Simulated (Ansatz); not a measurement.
The starting structures come from a database of crystals and need not be the phases stable at ambient conditions.

Tunnelling through a barrier is set by its complex band structure: the current falls as exp(−2κd) with the smallest κ.

Data:

```
InTlSe2
1.0
    8.03573     0.00000     0.00000
    0.00000     8.03573     0.00000
    4.01786    -4.01786     3.43367
Tl In Se
2 2 4
Direct
  0.25000   0.75000   0.50000
  0.75000   0.25000   0.50000
  0.75000   0.75000   0.50000
  0.25000   0.25000   0.50000
  0.32401   0.82401   0.00000
  0.67599   0.17599   0.00000
  0.17599   0.32401   0.00000
  0.82401   0.67599   0.00000
```

Space group of this cell: I4/mcm. The cell was relaxed by PBE-D3(BJ); by PBEsol its mean pressure is -0.9 GPa.

Transport runs along the normal of the first two printed cell vectors, the (001) plane of the conventional cell.

No gap correction and no spin-orbit coupling; mid-gap values are interpolated between computed energies.

Give the band gap and the smallest decay constant κ at mid-gap that Ansatz (an electronic-structure program) with PBEsol yields.

Gap 0.46 eV on a 10×10×10 mesh; κ = 0.133 1/Å, at (0.250, 0.250) of the in-plane reciprocal vectors. At the zone centre, at the nearest computed energy, the slowest state has κ = 0.19 1/Å.
